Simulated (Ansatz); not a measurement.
## MoP under load (space group P-6m2): band-structure transport figures

Input:

```yaml
crystal:
  lattice:
    - [3.20932, 0.00000, 0.00000]
    - [-1.60466, 2.77935, 0.00000]
    - [0.00000, 0.00000, 3.16500]
  atoms:
    - { symbol: Mo, position: [0.00000, 0.00000, 0.00000] }
    - { symbol: P, position: [0.33333, 0.66667, 0.50000] }
```

Calculation: PBEsol, rigid bands (plane waves, PAW, scalar-relativistic; Ansatz, an electronic-structure program). Condition of this run: uniaxial stress zz = 1 GPa (compression positive) (the target of the relaxation). Cell: cell and atoms relaxed with PBEsol, then loaded as said.

The density of states at the Fermi level comes out as 0.763 states/(eV·cell), both spins, the bare Sommerfeld coefficient is 0.90 mJ/(mol of atoms·K²) and the drude plasma energy comes out as 5.3 (x), 5.3 (y), 6.1 (z) eV. The root-mean-square Fermi velocity comes out as 6.6e5 m/s and the resistivity times τ is 17.6 (x), 17.6 (y), 13.1 (z) ×10⁻²² Ω·m·s.

A metal at this level (no band gap); rigid bands, thermally averaged at 300 K, both spins. Spin-orbit coupling is left out. τ is one relaxation time for all states.

Formula and space group known from diffraction (Crystallography Open Database), not checked to be the room-temperature form: MoP under load (space group P-6m2).
